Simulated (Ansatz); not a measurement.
Take Sb (space group I4_132, No. 214; a = 8.093 Å; a hypothetical phase, not in the database extracts checked; relaxed with 0.1 eV smearing) as the base. Axes: x, y, z lie along the cube axes.

(Cell as relaxed with PBE.)

Levels (all Ansatz, an electronic-structure program, PAW): PBE (420 eV, no SOC); PBEsol (420 eV, without spin-orbit coupling).

Each level relaxes its own structure.

```json
[
 {"base": "volume per atom", "PBE": "66.27 Å³", "PBEsol": "63.57 Å³"},
 {"base": "lattice parameter a", "PBE": "8.093 Å", "PBEsol": "7.982 Å"},
 {"base": "band gap", "PBE": "zero", "PBEsol": "zero"}
]
```

One thing is altered: tensile biaxial strain of 0.66 % in the plane normal to [110], as in epitaxy on a mismatched substrate; the out-of-plane cell vector and the atoms relax.

```json
[
 {"quantity": "pressure (mean of the normal stresses, compression positive)", "PBE": "0.0 GPa", "PBEsol": "[?]"},
 {"quantity": "out-of-plane strain", "PBE": "-1.34 %", "PBEsol": "[?]"},
 {"quantity": "energy relative to the base (free energy F)", "PBE": "0.0 meV/atom", "PBEsol": "[?]"},
 {"quantity": "shortest interatomic distance", "PBE": "2.855 Å", "PBEsol": "[?]"}
]
```

Q: Predict the PBEsol column.

A: 
- pressure (mean of the normal stresses, compression positive), PBEsol: 0.0 GPa
- out-of-plane strain, PBEsol: -1.40 %
- energy relative to the base (free energy F), PBEsol: 0.0 meV/atom
- shortest interatomic distance, PBEsol: 2.816 Å

PBE's out-of-plane strain lies 0.06 % above PBEsol's; PBE's shortest interatomic distance lies 0.039 Å above PBEsol's (1.4 %); the two agree on the pressure and energy relative to the base. Neither level is exact; PBEsol is the comparison here, not a measurement.

Whether these cells are dynamically stable was not tested.
